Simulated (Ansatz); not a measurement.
Structures of equal composition on the (111) surface of fcc Ir: (√3x√3)R30°, one Ir adatom; one added row of Ir in 3. The slabs share one bottom face, and each structure is named by its start. These are constructed structures in small cells; real faces may alloy, dewet or reconstruct in larger ones, and not all known structures of the face are among them. Slabs of about 11 Å, Fermi-Dirac smearing of 0.1 eV. Bottom of the slabs: a bare face, its two planes held. Relaxed from the named starts with such symmetry as they have, on meshes of like density; energies extrapolated to zero smearing; spin only where a row says so; no spin-orbit coupling, no U. Brackets mark spin-polarised runs, whose order is one that fits the cell. The cells differ, so small differences also carry the error of unlike k-meshes.

Calculation: PBE (plane waves to 420 eV, PAW; Ansatz, a quantum-chemistry and plane-wave program).

**Question.** Put the candidates in order of energy per 1x1 cell, lowest first, for PBE.

**Answer.** one added row of Ir in 3 (0.00 eV), (√3x√3)R30°, one Ir adatom (0.31 eV)
